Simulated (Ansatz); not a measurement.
Consider SiO₂ in the rutile structure (space group P4_2/mnm, No. 136).

```cif
data_O4Si2
_chemical_formula_sum 'Si2 O4'
_space_group_name_H-M_alt 'P42/mnm'
_space_group_IT_number 136
_space_group_name_Hall '-P 4n 2n'
_cell_length_a 4.23608
_cell_length_b 4.23608
_cell_length_c 2.69045
_cell_angle_alpha 90.000
_cell_angle_beta 90.000
_cell_angle_gamma 90.000
loop_
_atom_site_label
_atom_site_type_symbol
_atom_site_symmetry_multiplicity
_atom_site_Wyckoff_symbol
_atom_site_fract_x
_atom_site_fract_y
_atom_site_fract_z
_atom_site_occupancy
Si1 Si 2 a 0.00000 0.00000 0.00000 1
O1 O 4 f 0.30698 0.30698 0.00000 1
```

Calculations: PBE (Ansatz, an electronic-structure program, PAW, scalar-relativistic without spin-orbit coupling).

One change was made to it. Results:

```json
[
 {"quantity": "electron mass", "base": "0.36 mₑ along c, 0.45 mₑ across (at Γ)", "after": "0.37 mₑ along c, 0.46 mₑ across (at Γ)"},
 {"quantity": "band gap", "base": "5.04 eV", "after": "5.15 eV"},
 {"quantity": "width of the top valence band", "base": "2.56 eV", "after": "2.58 eV"},
 {"quantity": "valence-band top at Γ (three highest levels, from the VBM)", "base": "0.00, -0.85, -0.85 eV", "after": "0.00, -0.86, -0.86 eV"},
 {"quantity": "volume per atom", "base": "8.05 Å³", "after": "7.98 Å³"}
]
```

**Question.** What was done to the base?
(A) pressure −1 GPa
(B) pressure 22.5 GPa
(C) pressure 2.1 GPa
(D) pressure 15 GPa

**Answer.** C, pressure 2.1 GPa. For comparison, the band gap in the other runs: pressure 22.5 GPa gives 6.16 eV; pressure 15 GPa gives 5.81 eV; pressure −1 GPa gives 4.98 eV.

Load acts through the strain it causes; cell and atoms are relaxed under it. Effective masses come from finite differences of ±0.01 Å⁻¹. No phonon test of stability was made. No other phases were tried under pressure.
